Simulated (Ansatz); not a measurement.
Cells marked so need not be the phases stable at ambient conditions, and some may be hypothetical.

No gap correction and no spin-orbit coupling; mid-gap values are interpolated between computed energies.

A. AuBr (I4_1/amd, not sure to be the ambient phase, 8 atoms a cell, 28.0 Å³ an atom), along the normal of (110)
B. InP (P6_3mc, wurtzite, not sure to be the ambient phase, 4 atoms a cell, 25.7 Å³ an atom), along the normal of (111)
C. S (P3_221, not sure to be the ambient phase, 9 atoms a cell, 23.4 Å³ an atom), along the normal of (100)
D. Li2GeF6 (P4_2/mnm, not sure to be the ambient phase, 18 atoms a cell, 10.0 Å³ an atom), along the normal of (111)

Order them by mid-gap decay constant of the slowest evanescent state (highest first) at the level r2SCAN (Ansatz, a quantum-chemistry and plane-wave program).

D (0.61 1/Å), C (0.33 1/Å), A (0.19 1/Å), B (0.08 1/Å)
